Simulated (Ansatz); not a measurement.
System: AlB2-type TiB₂. Method: BLYP in Ansatz (plane waves, PAW).

Settings: plane-wave cutoff 520 eV, 24×24×18 k mesh (along the axes of the cell as run), Fermi–Dirac smearing 0.05 eV, no spin polarisation, scalar-relativistic PAW data made under PBE.

The cell is scaled about its equilibrium volume:

Shape and atoms are relaxed at each volume.

```
V (Å³/atom)  P (GPa)  c (Å)  a (Å)
-----------  -------  -----  -----
8.443          10.25  3.234  3.007
8.619           4.87  3.262  3.025
8.795           0.00  3.291  3.043
8.971          -4.40  3.319  3.060
9.147          -8.39  3.347  3.077
```

Note: the bulk modulus comes from volumes at which shape and atoms were relaxed.

Ansatz is a program for electronic structure.
